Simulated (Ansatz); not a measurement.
F on the 1x1 (0001) surface of hcp Sc, one in a 1x1 cell, energies for each (9.5 Å²). Energies are against ½ F2(g), without zero-point or thermal terms; each row is named by its start.

Level of theory: PBE (plane waves to 420 eV, PAW; Ansatz, an electronic-structure program).

Slab: 5 atoms, 7.6 Å thick at the start under the adsorbate (thin: gaps and levels are the slab's own); k 10x10x1, smearing 0.1 eV, dipole-corrected; 2 atoms held, the rest relaxed; each run with such symmetry as its start has; no spin, no spin-orbit, no U, no dispersion correction.

A negative adsorption energy means that the adsorbate is more stable on the surface than in its reference. Starts that drift may end in the same place. Heights count from the host atoms within 0.3 Å of the top one.

```tsv
starting site	E_ads (eV)	height (Å)	nearest host atom (Å)	bonded to	Δ work function (eV)	lateral drift (Å)
top Sc	-4.65	1.80	Sc 1.80	Sc	3.88	0.0
hollow Sc-Sc-Sc	-5.63	1.12	Sc 2.22	3 Sc	0.13	0.0
hollow Sc-Sc-Sc over Sc at depth 2.5 Å	-5.55	1.14	Sc 2.23	3 Sc	0.03	0.0
bridge Sc-Sc (span 3.3 Å)	-5.63	1.12	Sc 2.22	3 Sc	0.14	1.0
```
